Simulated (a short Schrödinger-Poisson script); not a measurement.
Solved with a short Schrödinger-Poisson script written for these runs: 1D Poisson equation in equilibrium, electrons quantum, Hartree (BenDaniel-Duke, 40 states a valley, the channel's in-plane mass for all, wave functions free to enter the barrier), parabolic valleys, classical holes, donors ionised by Fermi statistics, acceptors fully, no traps, pinning or gate leakage.

System: gated Al0.4Ga0.6As/GaAs modulation-doped gas in a quantum well, at 300 K.

From the gate side: 30 nm Al0.4Ga0.6As; 30 nm Al0.4Ga0.6As, donors 1e18 cm⁻³; 2 nm Al0.4Ga0.6As; 15 nm GaAs; 4000 nm Al0.4Ga0.6As, acceptors 2e15 cm⁻³.

The device is made up for the run: typed textbook-type constants, with dimensions and the other settings drawn at random. Al0.4Ga0.6As: permittivity 11.76, conduction-band edge (eV) 0.316, gap (eV) 1.923, electron mass (mₑ) 0.1002, Nv at 300 K (cm⁻³) 9e18. GaAs: permittivity 12.9, conduction-band edge (eV) 0, gap (eV) 1.424, Nv at 300 K (cm⁻³) 9e18.

Channel valleys (confinement mass, in-plane density-of-states mass, number): Γ 0.067, 0.067, 1. At the gate the conduction-band edge of layer 1 lies 1.07 eV − eVg above the Fermi level of the channel; the field vanishes at the back. Donor level 0.05 eV below the band edge. The barrier under the gate holds no holes. Gaps are held at their typed values at every temperature. Mesh 0.08 nm at interfaces.

Problem. Give the sheet density of all electrons at Vg = 0.5 V (cm⁻²); the capacitance at Vg = 0.5 V (μF/cm²); the gate voltage at 1e11 electrons/cm² (V).

Solution. sheet density of all electrons at Vg = 0.5 V (cm⁻²): 9.96e11; capacitance at Vg = 0.5 V (μF/cm²): 0.258; gate voltage at 1e11 electrons/cm² (V): -1.06.
